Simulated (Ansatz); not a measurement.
The structure below was relaxed with Kohn–Sham DFT with the r2SCAN functional, run in Ansatz (a quantum-chemistry and plane-wave program) with PAW and 500 eV plane waves, no spin-orbit coupling, at pressure −1 GPa.

Space group F-43m (No. 216); a = 6.1472 Å, b = 6.1472 Å, c = 6.1472 Å, α = 90.00°, β = 90.00°, γ = 90.00°

```csv
atom,site,symmetry,x,y,z
As,4d,-43m,0.7500,0.7500,0.7500
In,4a,-43m,0.0000,0.0000,0.0000
```

Write out a cell with all atoms.


```cif
data_As4In4
_chemical_formula_sum 'As4 In4'
_space_group_name_H-M_alt 'P 1'
_space_group_IT_number 1
_cell_length_a 6.14724
_cell_length_b 6.14724
_cell_length_c 6.14724
_cell_angle_alpha 90.000
_cell_angle_beta 90.000
_cell_angle_gamma 90.000
loop_
_space_group_symop_operation_xyz
  'x, y, z'
loop_
_atom_site_label
_atom_site_type_symbol
_atom_site_fract_x
_atom_site_fract_y
_atom_site_fract_z
_atom_site_occupancy
As1 As 0.25000 0.25000 0.75000 1
In1 In 0.00000 0.00000 0.00000 1
As2 As 0.25000 0.75000 0.25000 1
In2 In 0.00000 0.50000 0.50000 1
As3 As 0.75000 0.25000 0.25000 1
In3 In 0.50000 0.00000 0.50000 1
As4 As 0.75000 0.75000 0.75000 1
In4 In 0.50000 0.50000 0.00000 1
```
This is the conventional cell.

The mesh was chosen for an insulator and is coarse for the gapless case. Load acts through the strain it causes; cell and atoms are relaxed under it. Stability against distortions was not tested. All final runs are without spin polarisation. The cell was made from InAs in the zinc blende structure (space group F-43m, No. 216) by this change: pressure −1 GPa.
